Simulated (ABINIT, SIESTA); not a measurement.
An ABINIT input for a self-consistent single point of Cr (Im-3m, 1 atom in the cell) (DFT, PBEsol, plane waves, PAW (JTH v2.0 PBE PAW, files made for PBE)):

```
# Cr, JTH v2.0 PBE PAW
pp_dirpath "./"
pseudos "Cr.GGA_PBE-JTH.xml"
acell 4.6425673949 4.6425673949 4.6425673949
rprim
        -0.5773502692    0.5773502692    0.5773502692
         0.5773502692   -0.5773502692    0.5773502692
         0.5773502692    0.5773502692   -0.5773502692
natom 1
ntypat 1
znucl 24
typat 1
xcart    0.0000000000    0.0000000000    0.0000000000
ecut 30
pawecutdg 60
pawxcdev 0
ixc -116133
nsppol 2
spinat 0 0 3
occopt 3
tsmear 0.00367493
nband 14
kptopt 1
ngkpt 13 13 13
nshiftk 1
shiftk 0 0 0
nstep 50
tolvrs 1.0e-10
prtwf 0
prtden 0
prtvol 1
enunit 1
```

Q: Translate this input to SIESTA.

A: This is the input that was run; spellings and numerical settings could be chosen otherwise.

```
# files in the folder: Cr.psml (PseudoDojo PBEsol standard)
SystemName  Cr
SystemLabel cr

NumberOfAtoms                1
NumberOfSpecies              1
%block ChemicalSpeciesLabel
  1 24 Cr
%endblock ChemicalSpeciesLabel
LatticeConstant              1.0 Ang
%block LatticeVectors
    -1.418400000    1.418400000    1.418400000
     1.418400000   -1.418400000    1.418400000
     1.418400000    1.418400000   -1.418400000
%endblock LatticeVectors
AtomicCoordinatesFormat      Ang
%block AtomicCoordinatesAndAtomicSpecies
     0.000000000    0.000000000    0.000000000  1
%endblock AtomicCoordinatesAndAtomicSpecies

XC.functional                GGA
XC.authors                   PBEsol
PAO.BasisSize                DZP
PAO.EnergyShift              0.01 Ry
MeshCutoff                   350 Ry
%block kgrid.MonkhorstPack
   13   0   0  0.0
    0  13   0  0.0
    0   0  13  0.0
%endblock kgrid.MonkhorstPack
OccupationFunction           FD
ElectronicTemperature        0.1 eV
Spin                         polarized
%block DM.InitSpin
  1 +3.00
%endblock DM.InitSpin

MaxSCFIterations             150
SCF.Mixer.Method             Pulay
SCF.Mixer.Weight             0.1
SCF.Mixer.History            6
SCF.DM.Tolerance             1.0E-05
Diag.ParallelOverK           true
WriteForces                  true
Charge.Mulliken              end
```

Basis, cutoffs, solver keys and any potentials are the target program's own. This input uses DFT, GGA PBEsol, numerical atomic orbitals DZP, PseudoDojo PBEsol standard norm-conserving potentials (rewritten from UPF to PSML). Both were run: pressure -7.51 GPa in ABINIT and -9.94 in SIESTA; size of the net moment 0.00 μB/atom in ABINIT and 0.00 in SIESTA.

On ABINIT: the starting cell was generated: these elements placed on a structure prototype, without a prior relaxation; it need not be a known phase or ordering of this composition. Its lattice was rescaled by a random factor within 2.5 % of one. The starting moments vanished: the run ended non-magnetic, which need not be the lowest state. The potentials were made for another functional than the one used. With a pressure of about -8 GPa the cell is away from its equilibrium volume at this level.

On SIESTA: the starting cell was generated: these elements placed on a structure prototype, without a prior relaxation; it need not be a known phase or ordering of this composition. Its lattice was rescaled by a random factor within 2.5 % of one. The starting moments vanished: the run ended non-magnetic, which need not be the lowest state. Values carry the incompleteness of an atom-centred basis. With a pressure of about -10 GPa the cell is away from its equilibrium volume at this level.
